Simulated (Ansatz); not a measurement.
The starting structures come from a database of crystals and need not be the phases stable at ambient conditions.

By PBEsol, the system below comes out a metal.

The ballistic (Sharvin) conductance counts the channels at the Fermi level: G/A = (e²/h) × channels of both spins per area.

Given:

```
GaTa2C
1.0
    3.11135     0.00000     0.00000
   -1.55568     2.69451     0.00000
    0.00000     0.00000    13.56342
Ta Ga C
4 2 2
Direct
  0.33333   0.66667   0.59060
  0.66667   0.33333   0.40940
  0.66667   0.33333   0.09060
  0.33333   0.66667   0.90940
  0.33333   0.66667   0.25000
  0.66667   0.33333   0.75000
  0.00000   0.00000   0.00000
  0.00000   0.00000   0.50000
```

Space group of this cell: P6_3/mmc. The cell is taken as given; by PBEsol its mean pressure is -3.8 GPa.

The current flows along the normal of the first two printed cell vectors, the (001) plane of the conventional cell. No spin-orbit coupling; the value is a mean over 0.1 eV about the Fermi level.

Predict the ballistic conductance per area from PBEsol (Ansatz, a first-principles code).

0.34 × 10¹⁵ S/m² for both spins.
